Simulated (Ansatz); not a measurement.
We consider GaSe (R3m, No. 160, 4 atoms in the cell; start mp-11342; a measured phase of this formula has another space group), described by dielectric-dependent PBEsol hybrid (Ansatz, a first-principles code, PAW).

Run with plane-wave cutoff 460 eV, 8×8×8 k mesh, Fermi–Dirac smearing 0.01 eV, scalar-relativistic PAW data made under PBE.

Cell (relaxed with PBEsol):

```cif
data_Ga6Se6
_chemical_formula_sum 'Ga6 Se6'
_space_group_name_H-M_alt 'R3m :H'
_space_group_IT_number 160
_space_group_name_Hall 'R 3 -2"'
_cell_length_a 3.74709
_cell_length_b 3.74709
_cell_length_c 24.49856
_cell_angle_alpha 90.000
_cell_angle_beta 90.000
_cell_angle_gamma 120.000
loop_
_atom_site_label
_atom_site_type_symbol
_atom_site_symmetry_multiplicity
_atom_site_Wyckoff_symbol
_atom_site_fract_x
_atom_site_fract_y
_atom_site_fract_z
_atom_site_occupancy
Ga1 Ga 3 a 0.00000 0.00000 0.04981 1
Ga2 Ga 3 a 0.00000 0.00000 0.95052 1
Se1 Se 3 a 0.00000 0.00000 0.76431 1
Se2 Se 3 a 0.00000 0.00000 0.56933 1
```
(The calculation used a cell of 4 atoms; values per cell refer to that cell.)

Question: What does this level give for the band gap and Γ–Γ gap?

Answer: 
- band gap: 1.79 eV (on the SCF k mesh) (direct)
- Γ–Γ gap: 3.92 eV

Note: cell and atoms aren't relaxed at this level (pressure -0.6 GPa); the cell has widely spaced layers and the level no dispersion term, so their spacing and the moduli can rest on weak binding.

Spin–orbit coupling is not included.

Computed values are for the static lattice.

The result took very roughly 27 core-minutes.

A start named mp-… is a Materials Project structure, which need not be a measured phase.
